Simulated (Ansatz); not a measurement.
Functionals compared on a constructed model of the (0001) surface of hcp Hf, a pseudomorphic layer of Ru in the host's stacking (bottom of the slab: a bare face, its two planes held), in Ansatz (plane waves, PAW). The structure was relaxed with PBE; the other rows are single points on it. Cutoff 420 eV (500 eV for r2SCAN).

Slab: 7 atoms, 15.4 Å thick at the start; k 13x13x1, smearing 0.1 eV, dipole-corrected; 2 atoms held, the rest relaxed; start symmetry kept, larger cells not searched; no spin, no spin-orbit, no U. It is one candidate, not shown to be the stable structure of the face. These notes are the PBE run's.

```csv
functional,work function of the top face (eV),rough cost of the single point
PBE,4.18,–
RPBE,4.01,about 70 core-seconds (a rough figure)
r2SCAN,4.09,roughly 2.3 core-minutes
```

Ansatz is a first-principles code.
